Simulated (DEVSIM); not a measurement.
System: Cr/La2O3/SiO2/p-Si capacitor, at 300 K.

```csv
layer (left to right),material,thickness (nm),Na (cm⁻³)
1,La2O3,24.0,-
2,SiO2,0.730,-
3,Si,12000,2.3e15
```

Metal gate on the left, work function 4.5 eV. Fixed charge at the semiconductor interface 1.8e11 cm⁻² (in units of +e); no interface traps.

This is a model device: material constants are rounded textbook-type values typed into the input, and sizes, dopings and lifetimes were drawn at random. Values at 300 K.

| parameter | La2O3 | SiO2 | Si |
|---|---|---|---|
| gap (eV) | 5.8 | 9 | 1.124 |
| affinity (eV) | 1.8 | 0.9 | 4.05 |
| permittivity | 27 | 3.9 | 11.7 |
| Nc (cm⁻³) | - | - | 2.86e19 |
| Nv (cm⁻³) | - | - | 3.1e19 |

Model (solved in DEVSIM): 1D Poisson equation in equilibrium, Boltzmann statistics, complete ionisation; no quantum confinement or tunnelling. Metal contacts follow the ideal Schottky-Mott rule: no Fermi-level pinning, no interface dipoles.

**Question.** Tabulate band edges, carrier densities and field at 0.0 V on the gate.

**Answer.** Energies count from the Fermi level of the right contact; mesh points crowd at the junctions.

| x (μm) | Ec (eV) | Ev (eV) | n (cm⁻³) | p (cm⁻³) | field (V/cm) |
|---|---|---|---|---|---|
| 0.000 | 2.700 | -3.100 | < 1e2 | < 1e2 | -4600 |
| 0.001935 | 2.699 | -3.101 | < 1e2 | < 1e2 | -4600 |
| 0.006776 | 2.697 | -3.103 | < 1e2 | < 1e2 | -4600 |
| 0.01636 | 2.692 | -3.107 | < 1e2 | < 1e2 | -4600 |
| 0.02266 | 2.690 | -3.110 | < 1e2 | < 1e2 | -4600 |
| 0.02420 | 3.588 | -5.412 | < 1e2 | < 1e2 | -32000 |
| 0.02494 | 0.437 | -0.687 | 1.3e12 | 8.9e7 | 17000 |
| 0.02890 | 0.444 | -0.680 | 1.0e12 | 1.2e8 | 17000 |
| 0.03831 | 0.460 | -0.664 | 5.4e11 | 2.1e8 | 17000 |
| 0.06432 | 0.502 | -0.622 | 1.1e11 | 1.1e9 | 16000 |
| 0.1362 | 0.606 | -0.518 | 1.9e9 | 6.2e10 | 13000 |
| 0.4607 | 0.853 | -0.271 | 130000 | 8.6e14 | 2600 |
| 1.232 | 0.878 | -0.246 | 51000 | 2.3e15 | ≈ 0 |
| 3.364 | 0.878 | -0.246 | 51000 | 2.3e15 | ≈ 0 |
| 9.179 | 0.878 | -0.246 | 51000 | 2.3e15 | ≈ 0 |
| 11.00 | 0.878 | -0.246 | 51000 | 2.3e15 | ≈ 0 |
| 11.67 | 0.878 | -0.246 | 51000 | 2.3e15 | ≈ 0 |
| 11.90 | 0.878 | -0.246 | 51000 | 2.3e15 | ≈ 0 |
| 11.99 | 0.878 | -0.246 | 51000 | 2.3e15 | ≈ 0 |
| 12.01 | 0.878 | -0.246 | 51000 | 2.3e15 | ≈ 0 |
| 12.02 | 0.878 | -0.246 | 51000 | 2.3e15 | ≈ 0 |
| 12.03 | 0.878 | -0.246 | 51000 | 2.3e15 | ≈ 0 |
